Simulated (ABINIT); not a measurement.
ABINIT run on AlFe (Pm-3m, 2 atoms in the cell): self-consistent single point.

Method of the run: PBE, PAW (JTH v2.0 PBE PAW) (plane waves; ABINIT).

The change in words: lattice scaled by 0.98. Reference geometry:
```yaml
crystal:
  lattice:
    - [2.80254, 0.00000, 0.00000]
    - [0.00000, 2.80254, 0.00000]
    - [0.00000, 0.00000, 2.80254]
  atoms:
    - { symbol: Al, position: [0.00000, 0.00000, 0.00000] }
    - { symbol: Fe, position: [0.50000, 0.50000, 0.50000], spin: 4.0 }
```
(The spins are starting values, not results.)

Reference input (self-consistent single point, DFT, PBE, plane waves, PAW (JTH v2.0 PBE PAW)): pseudos = [Al.GGA_PBE-JTH.xml, Fe.GGA_PBE-JTH.xml]; ecut = 30 Ha; pawecutdg = 60 Ha; pawxcdev = 0; ixc = 11; nsppol = 2; occopt = 3; tsmear = 0.00367493 Ha; ngkpt = 12 12 12; nshiftk = 1; shiftk = 0 0 0; potentials = JTH v2.0 PBE PAW. This run's input differs from it in these lines:

```diff
@@ -3,3 +3,3 @@
 pseudos "Al.GGA_PBE-JTH.xml, Fe.GGA_PBE-JTH.xml"
-acell 2.8025430000 2.8025430000 2.8025430000 Angstrom
+acell 2.7464920000 2.7464920000 2.7464920000 Angstrom
 rprim
@@ -14,3 +14,3 @@
          0.0000000000    0.0000000000    0.0000000000
-         1.4012715000    1.4012715000    1.4012715000
+         1.3732460000    1.3732460000    1.3732460000
       Angstrom
```

Log, with long lists cut:

```
--- !BeginCycle
solver: {iscf: 17, nstep: 100, nline: 4, wfoptalg: 10, }
tolerances: {tolvrs: 1.00E-12, }
...

     iter   Etot(hartree)     deltaE(h) residm    nres2    magn
 ETOT  1  -126.88158322070    -1.27E+02 7.95E+00 9.80E+02 0.613
 ETOT  2  -130.24926560806    -3.37E+00 1.24E-01 2.29E+03 0.102
 ETOT  3  -126.61418823010     3.64E+00 6.14E-01 8.35E+01 0.537
 ETOT  4  -126.55659602329     5.76E-02 1.64E-01 1.35E+01 0.767
 ETOT  5  -126.55988741339    -3.29E-03 7.49E-02 1.62E+00 0.725
   [... 13 lines left out ...]
 ETOT 19  -126.56207764424    -9.24E-13 1.23E-03 1.11E-09 0.543
 ETOT 20  -126.56207764424    -1.71E-13 5.54E-04 1.20E-11 0.543
 ETOT 21  -126.56207764424     1.61E-12 4.76E-04 4.35E-12 0.543
 ETOT 22  -126.56207764424    -4.26E-13 1.07E-04 6.83E-13 0.543
 At SCF step   22       nres2   =  6.83E-13 < tolvrs=  1.00E-12 =>converged.

 Cartesian components of stress tensor (hartree/bohr^3)
  sigma(1 1)= -1.06856081E-03  sigma(3 2)=  0.00000000E+00
  sigma(2 2)= -1.06856081E-03  sigma(3 1)=  0.00000000E+00
  sigma(3 3)= -1.06856081E-03  sigma(2 1)=  0.00000000E+00

 Integrated electronic and magnetization densities in atomic spheres:
 Radius=ratsph(iatom), smearing ratsm=  0.0000. Diff(up-dn)=approximate z local magnetic moment.
 Atom    Radius    up_density   dn_density  Total(up+dn)  Diff(up-dn)
    1   1.90363     0.471037     0.482904      0.953941    -0.011867
    2   2.11532     7.627499     7.072244     14.699742     0.555255
  Sum:              8.098536     7.555148     15.653684     0.543388
 Total magnetization (from the atomic spheres):             0.543388
   [... lines left out ...]
 Total magnetization (exact up - dn):                       0.542673
 Fermi (or HOMO) energy (eV) =  11.95653   Average Vxc (eV)= -12.35702
   [... lines left out ...]
'-kT*entropy'       : -2.37222235018153E-03
total_energy        : -1.26562077866369E+02
total_energy_eV     : -3.44392928294099E+03
...

-Cartesian components of stress tensor (GPa)         [Pressure=  3.1438E+01 GPa]
- sigma(1 1)= -3.14381392E+01  sigma(3 2)=  0.00000000E+00
- sigma(2 2)= -3.14381392E+01  sigma(3 1)=  0.00000000E+00
- sigma(3 3)= -3.14381392E+01  sigma(2 1)=  0.00000000E+00

 Calculation completed.
```

The run converged in 22 iterations. Against the reference run the free energy rises by 94.1 meV/atom, the pressure goes from 15.23 to 31.44 GPa and the size of the net moment goes from 0.31 to 0.27 μB/atom.

The starting cell comes from a database of computed structures (which also holds hypothetical and non-ambient phases and stackings), without a prior relaxation at this level. Its lattice was rescaled by a random factor within 2.5 % of one. For this run, on top of that: lattice scaled by 0.98. The moments shrank to a small part of their start, a low-spin state that need not be the lowest. With a pressure of about 31 GPa the cell is away from its equilibrium volume at this level.

Cost on one core of a shared machine: roughly 2 min.
